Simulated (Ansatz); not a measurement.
## ZnSe (F-43m): band-edge transport data

Input:

```
CELL_PARAMETERS angstrom
      0.00000     2.81672     2.81672
      2.81672     0.00000     2.81672
      2.81672     2.81672     0.00000
ATOMIC_POSITIONS crystal
  Zn 0.00000 0.00000 0.00000
  Se 0.75000 0.75000 0.75000
```

Method: HSE06 with spin-orbit coupling, rigid bands (plane waves, PAW; Ansatz, a first-principles code). How the cell was made: cell and atoms relaxed with PBEsol.

```json
{
 "band_gap": "2.35 eV",
 "electron conductivity mass (300 K, dilute)": "0.142 mₑ",
 "hole conductivity mass (300 K, dilute)": "0.64 mₑ",
 "effective density of states N_c (300 K)": "1.3e18 cm⁻³",
 "effective density of states N_v (300 K)": "2.5e19 cm⁻³",
 "density_of_states_mass_electrons": "0.139 mₑ",
 "density_of_states_mass_holes": "1.01 mₑ",
 "Seebeck coefficient, n-type 1e19 cm⁻³, 300 K": "-86 μV/K",
 "Seebeck coefficient, p-type 1e19 cm⁻³, 300 K": "297 μV/K",
 "best p-type power factor at 300 K for τ = 10 fs (best axis; densities from 1e16 to 1e21 cm⁻³ tried, whether or not they can be reached)": "6.7 μW/(cm·K²) at 1e20 cm⁻³"
}
```

Rigid bands; masses and Seebeck coefficients take one relaxation time τ for all states and one kind of carrier; polarons and phonon drag are left out. Geometry: cell and atoms relaxed with PBEsol.
